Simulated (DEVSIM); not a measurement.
System: W/SiON/p-Ge capacitor, at 250 K.

Layer 1 from the left is SiON, thickness (nm) 5.30. Layer 2 from the left is Ge, thickness (nm) 2100, Na (cm⁻³) 7.8e16.

Metal gate on the left, work function 4.6 eV. Fixed charge at the semiconductor interface 0 cm⁻² (in units of +e); no interface traps.

Constants are typed, rounded textbook-type inputs, not results; the design itself was drawn at random and stands for no fabricated device. Values at 300 K; Nc and Nv go as T^1.5, mobilities as T to minus their exponent, the gap by Varshni's rule with the affinity fixed.

SiON: gap (eV) 7, affinity (eV) 1.4, permittivity 5.5. Ge: gap (eV) 0.664, affinity (eV) 4, permittivity 16, Nc (cm⁻³) 1.04e19, Nv (cm⁻³) 6e18, Varshni α (eV/K) 0.000477, Varshni β (K) 235.

Task: Estimate by hand the flat-band voltage, the threshold voltage, and compare with a numerical solution.

Result: 
- Flat-band voltage: C = 0.919 μF/cm², work-function difference 0.005 V; VFB = φms − qNf/C = 0.00 V; numerical 0.00 V.
- Threshold voltage: φF = 0.248 V, depletion charge √(4εqNφF) = 1.32e-7 C/cm²; VT = VFB + 2φF + Qd/C = 0.64 V; numerical 0.64 V.

DEVSIM, 1D Poisson equation in equilibrium, Boltzmann statistics, complete ionisation; no quantum confinement or tunnelling. Metal contacts follow the ideal Schottky-Mott rule: no Fermi-level pinning, no interface dipoles.
